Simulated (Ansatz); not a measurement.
```
CdS
1.0
    4.16197     0.00000     0.00000
    0.00000     4.16197     0.00000
    2.08098     2.08098     2.94295
Cd S
1 1
Direct
  0.00000   0.00000   0.00000
  0.75000   0.25000   0.50000
```

Space group of this cell: F-43m, zinc blende. The cell is taken as given.

Calculation: r2SCAN (plane waves, PAW; Ansatz, a first-principles code).

The current runs along the normal of the first two printed vectors; no spin-orbit coupling. Scaled by the factor s: both lengths across the current (ions clamped). Meshes 10×10×10 and 8×8 across the current in all rows.

```tsv
s	mean pressure (GPa)	band gap (eV)
0.98	2.4	?
1.00	-0.2	1.53
1.02	-2.4	1.40
```

Task: Take the slope of the band gap against ln s from the two given rows, extrapolate to s = 0.98, and say what the run there gives.

Result: Slope = (1.40 − 1.53) / ln 1.02 = -6.56 eV. The line gives 1.53 + (-6.56) × ln 0.98 = 1.66 eV. The run gives 1.60 eV, 0.06 eV under the line, 47 % of the predicted step.
